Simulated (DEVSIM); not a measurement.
Device: Cr/SiO2/n-Ge capacitor, at 250 K.

Layer 1 from the left is SiO2, thickness (nm) 12.0. Layer 2 from the left is Ge, thickness (nm) 1100, Nd (cm⁻³) 3.1e17.

Metal gate on the left, work function 4.5 eV. Fixed charge at the semiconductor interface -1.8e11 cm⁻² (in units of +e); no interface traps.

The device is made up for the run: typed textbook-type constants, with dimensions and the other settings drawn at random. Values at 300 K; Nc and Nv go as T^1.5, mobilities as T to minus their exponent, the gap by Varshni's rule with the affinity fixed.

SiO2: gap (eV) 9, affinity (eV) 0.9, permittivity 3.9. Ge: gap (eV) 0.664, affinity (eV) 4, permittivity 16, Nc (cm⁻³) 1.04e19, Nv (cm⁻³) 6e18, Varshni α (eV/K) 0.000477, Varshni β (K) 235.

Simulated with DEVSIM: 1D Poisson equation in equilibrium, Boltzmann statistics, complete ionisation; no quantum confinement or tunnelling. Metal contacts follow the ideal Schottky-Mott rule: no Fermi-level pinning, no interface dipoles.

What does the simulation give for the flat-band voltage, the minimum of the low-frequency capacitance?

flat-band voltage 0.53 V; minimum of the low-frequency capacitance 0.143 μF/cm².
